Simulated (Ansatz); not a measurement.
Band structure of Ba₄As₂O (I4/mmm, 7 atoms in the cell).

```
CELL_PARAMETERS angstrom
     -2.54255     2.54255     8.50640
      2.54255    -2.54255     8.50640
      2.54255     2.54255    -8.50640
ATOMIC_POSITIONS crystal
  Ba 0.67539 0.67539 0.00000
  Ba 0.32461 0.32461 0.00000
  Ba 0.50000 0.00000 0.50000
  Ba 0.00000 0.50000 0.50000
  As 0.86438 0.86438 0.00000
  As 0.13562 0.13562 0.00000
  O  0.50000 0.50000 0.00000
```

Level of theory: LDA (PW92), PAW files made with PBE (plane waves; Ansatz, a program for electronic structure).

Settings: basis.ecutwfc = 420 eV; kpoints.mp_grid.grid = 4 4 4; hamiltonian.xc = lda; hamiltonian.pseudopotentials = {kind: paw} (an earlier, softer set of the program's PAW files); scf.occupations.method = fixed; kpoints.band_path.npoints = 8.

The starting cell comes from a database of computed structures (which also holds hypothetical and non-ambient phases and stackings), without a prior relaxation at this level. Its lattice was rescaled by a random factor within 2.5 % of one.

Question: Predict the gap along the standard path and the places of the band edges.

Answer: The gap along the path is 0.51 eV, direct at Z to within 0.01 eV.

Levels in eV from the top of the valence band on the path, bands 35 to 42:
| point | 35 | 36 | 37 | 38 | 39 | 40 | 41 | 42 |
|---|---|---|---|---|---|---|---|---|
| Γ | -0.83 | -0.23 | -0.19 | -0.19 | 0.97 | 1.02 | 1.37 | 1.48 |
| X | -0.92 | -0.54 | -0.49 | -0.48 | 1.36 | 1.75 | 2.62 | 2.73 |
| Y | -0.94 | -0.54 | -0.52 | -0.46 | 1.38 | 1.75 | 2.65 | 2.67 |
| S | -1.23 | -0.93 | -0.72 | -0.46 | 1.78 | 1.86 | 2.53 | 2.83 |
| Z | -1.04 | -0.67 | 0.00 | 0.00 | 0.51 | 1.05 | 1.37 | 2.23 |
| S1 | -1.23 | -0.93 | -0.72 | -0.46 | 1.78 | 1.86 | 2.53 | 2.83 |
| N | -1.21 | -0.83 | -0.75 | -0.63 | 1.81 | 1.91 | 2.52 | 2.74 |
| P | -1.01 | -0.51 | -0.51 | -0.39 | 1.54 | 1.54 | 2.68 | 2.77 |
| Y1 | -0.94 | -0.54 | -0.52 | -0.46 | 1.38 | 1.75 | 2.65 | 2.67 |

Keys are those of Ansatz 0.2.
